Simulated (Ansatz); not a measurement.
Structures of equal composition on the (111) surface of fcc Rh: a pseudomorphic layer of Re in the host's stacking; a pseudomorphic layer of Re in the other hollow. The slabs share one bottom face, and each structure is named by its start. These are constructed structures in small cells; real faces may alloy, dewet or reconstruct in larger ones, and not all known structures of the face are among them. Slabs of about 11 Å, Fermi-Dirac smearing of 0.1 eV. Bottom of the slabs: a bare face, its two planes held. Relaxed from the named starts with such symmetry as they have, on meshes of like density; energies extrapolated to zero smearing; spin only where a row says so; no spin-orbit coupling, no U. Brackets mark spin-polarised runs, whose order is one that fits the cell.

Level of theory: PBE (plane waves to 420 eV, PAW; Ansatz, a program for electronic structure).

Task: Rank these by energy per 1x1 cell (lowest first), as PBE gives it.

Result: a pseudomorphic layer of Re in the other hollow (0.000 eV), a pseudomorphic layer of Re in the host's stacking (0.035 eV)
